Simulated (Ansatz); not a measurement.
Fluorite HfO₂ (high-temperature phase), treated with r²SCAN+rVV10 (Ansatz, a first-principles code, plane waves, PAW).

Settings: plane-wave cutoff 560 eV, 12×12×12 k mesh, Fermi–Dirac smearing 0.01 eV, scalar-relativistic PAW data made under PBE.

Properties against volume:

```tsv
V (Å³/atom)	P (GPa)	direct gap at Γ (eV)	smallest gap on the k mesh (eV)
10.069	19.45	5.246	4.443
10.283	12.29	5.190	4.389
10.497	5.84	5.133	4.335
10.711	0.02	5.075	4.282
10.926	-5.23	5.017	4.229
11.140	-9.96	4.958	4.176
11.354	-14.23	4.899	4.124
```

The fundamental gap (4.28 eV at the equilibrium volume, with added k points) lies elsewhere than Γ–Γ.

Note: symmetry holds this phase in the static calculation, where it need not be a minimum; held by symmetry at 0 K, a high-temperature phase can be a saddle point.

Spin–orbit coupling is not included.
